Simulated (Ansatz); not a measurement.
# Cost against accuracy: basis.ecutwfc for TiO₂ (Pbca, 24 atoms in the cell)

Cell: a = 5.2114 Å, b = 9.3055 Å, c = 5.5252 Å, α = 90.00°, β = 90.00°, γ = 90.00°.

Method of the run: PBE, PAW files (plane waves; Ansatz, a quantum-chemistry and plane-wave program).

Base settings: basis.ecutwfc = 30.9 Ry; kpoints.mp_grid.grid = 5 3 5; hamiltonian.xc = pbe; hamiltonian.pseudopotentials = {kind: paw} (the program's default PAW files); scf.occupations.method = gaussian; scf.occupations.width = 0.0037 Ry.

Misses are taken against the tightest run, 61.7 Ry, which need not be fully converged itself. The energy is the free energy per atom.

The count of work is k-points × plane waves × bands × iterations; it is no time, and leaves out set-up, grids and terms that scale otherwise. Core times come from one kind of shared machine and are given to one figure; runs under 30 s give none.

Ansatz's pressure holds its estimate of the finite-basis (Pulay) stress, which hides part of the cutoff error; the uncorrected pressure shows it.

The starting cell comes from a database of computed structures (which also holds hypothetical and non-ambient phases and stackings), without a prior relaxation at this level. Its lattice was rescaled by a random factor within 2.5 % of one. In the base run, with a pressure of about -4 GPa the cell is away from its equilibrium volume at this level. Ansatz's pressure includes its estimate of the finite-basis (Pulay) stress.

| basis.ecutwfc | energy less reference (meV/atom) | pressure less reference (GPa) | largest difference in the force on any atom (eV/Å) | uncorrected pressure less reference (GPa) | count of work / reference | core time / reference (rough) |
|---|---|---|---|---|---|---|
| 12.5 Ry | 9971.19 | 37.28 | 1.439 | -419.14 | 0.082 | – |
| 15.4 Ry | 3302.17 | -4.81 | 1.097 | -186.23 | 0.11 | – |
| 18.4 Ry | 1077.98 | -6.14 | 0.158 | -78.58 | 0.15 | – |
| 21.7 Ry | 281.33 | -0.92 | 0.085 | -26.47 | 0.19 | – |
| 24.6 Ry | 73.20 | -0.08 | 0.020 | -8.45 | 0.23 | – |
| 27.9 Ry | 14.03 | -0.02 | 0.006 | -1.90 | 0.27 | – |
| 30.9 Ry | 3.41 | 0.01 | 0.001 | -0.39 | 0.32 | – |
| 35.6 Ry | 1.07 | 0.02 | 0.001 | -0.01 | 0.44 | 0.5 |
| 40.1 Ry | 0.63 | 0.01 | 0.001 | -0.01 | 0.53 | 0.6 |
| 46.3 Ry | 0.27 | 0.00 | 0.000 | 0.01 | 0.65 | 0.8 |
| 54 Ry | 0.17 | 0.00 | 0.000 | 0.01 | 0.82 | 0.8 |
| 61.7 Ry | 0.00 | 0.00 | 0.000 | 0.00 | 1.0 | 1 |

Coarsest setting among those run that, with all tighter ones, holds the energy within 5 meV/atom of the reference: 30.9 Ry, off by 3.4 meV/atom; it needs 0.32 of the reference's count of work.

Coarsest setting among those run that, with all tighter ones, holds the energy within 0.5 meV/atom of the reference: 46.3 Ry, off by 0.27 meV/atom; its saving against the reference is no more than about a factor of 2 in the count of work.

The step from 12.5 Ry to 21.7 Ry: it takes the miss in the energy from 10000 to 280 meV/atom, for 2.3 times the count of work.

Keys are those of Ansatz 0.2.
